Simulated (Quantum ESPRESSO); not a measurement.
A self-consistent single point of MgCd₂ (C2/c, 6 atoms in the cell) with Quantum ESPRESSO.

Computed with PBEsol, GBRV 1.5 ultrasoft (PBESOL) pseudopotentials (plane waves; Quantum ESPRESSO 7.5).

```xyz
6
Lattice="4.5570 -2.6042 0.0000 4.5570 2.6042 0.0000 -3.2817 0.0000 5.3496" Properties=species:S:1:pos:R:3 pbc="T T T"
Mg     3.7366    -2.1627     1.3374
Mg     2.0957     2.1627     4.0122
Cd     3.6349    -0.4553     3.9611
Cd     2.1974     0.4553     1.3885
Cd     0.5566    -0.4553     4.0633
Cd     5.2757     0.4553     1.2863
```

Reference input (self-consistent single point, DFT, PBEsol, plane waves, GBRV 1.5 ultrasoft (PBESOL) pseudopotentials): ecutwfc = 40 Ry; ecutrho = 200 Ry; occupations = smearing; smearing = cold; degauss = 0.0073499 Ry; potentials = {Mg: mg_pbesol_v1.4.uspp.F.UPF, Cd: cd_pbesol_v1.uspp.F.UPF}; K_POINTS = automatic 5 5 4 1 1 1; conv_thr = 1e-10 Ry; mixing_beta = 0.4. This run's input differs from it in these lines:

```diff
@@ -12,4 +12,4 @@
    ntyp = 2
-   ecutwfc = 40
-   ecutrho = 200
+   ecutwfc = 24
+   ecutrho = 120
    occupations = 'smearing'
```

Output, abridged:

```
     Self-consistent Calculation

     iteration #  1     ecut=    24.00 Ry     beta= 0.40

     negative rho (up, down):  8.241E-02 0.000E+00

     total energy              =    -707.80638157 Ry
     estimated scf accuracy    <       1.19302899 Ry

     iteration #  2     ecut=    24.00 Ry     beta= 0.40

     negative rho (up, down):  8.282E-02 0.000E+00

     total energy              =    -707.90781508 Ry
     estimated scf accuracy    <       0.10039885 Ry

     iteration #  3     ecut=    24.00 Ry     beta= 0.40

     negative rho (up, down):  8.350E-02 0.000E+00

     total energy              =    -707.92307962 Ry
     estimated scf accuracy    <       0.00768209 Ry

   [... 7 blocks of this kind left out ...]

     iteration # 11     ecut=    24.00 Ry     beta= 0.40

     negative rho (up, down):  8.426E-02 0.000E+00

     total energy              =    -707.92414956 Ry
     estimated scf accuracy    <          1.2E-10 Ry

     iteration # 12     ecut=    24.00 Ry     beta= 0.40

     negative rho (up, down):  8.427E-02 0.000E+00
     End of self-consistent calculation

     the Fermi energy is     9.9807 ev

!    total energy              =    -707.92414957 Ry
     estimated scf accuracy    <          5.2E-12 Ry
     smearing contrib. (-TS)   =      -0.00006068 Ry
     internal energy E=F+TS    =    -707.92408888 Ry

     convergence has been achieved in  12 iterations

     negative rho (up, down):  8.427E-02 0.000E+00

     Forces acting on atoms (cartesian axes, Ry/au):

     atom    1 type  1   force =     0.00000000    0.00013360    0.00000000
     atom    2 type  1   force =    -0.00000000   -0.00013360   -0.00000000
     atom    3 type  2   force =     0.00001781   -0.00022780    0.00007766
     atom    4 type  2   force =    -0.00001781    0.00022780   -0.00007766
     atom    5 type  2   force =    -0.00001781   -0.00022780   -0.00007766
   [... lines left out ...]
     Total force =     0.000518     Total SCF correction =     0.000005
   [... lines left out ...]

     negative rho (up, down):  8.427E-02 0.000E+00
          total   stress  (Ry/bohr**3)                   (kbar)     P=     -344.43
  -0.00230278   0.00000000  -0.00000597         -338.75        0.00       -0.88
   0.00000000  -0.00237271  -0.00000000            0.00     -349.04       -0.00
  -0.00000597   0.00000000  -0.00234870           -0.88        0.00     -345.51

   JOB DONE.
```

The run converged in 12 iterations. Against the reference run the free energy rises by 656 meV/atom, the pressure goes from -1.40 to -34.44 GPa and the largest force moves little (0.008 to 0.006 eV/Å).

The starting cell comes from a database of computed structures (which also holds hypothetical and non-ambient phases and stackings), without a prior relaxation at this level.

Cost on one core of a shared machine: roughly 70 s.
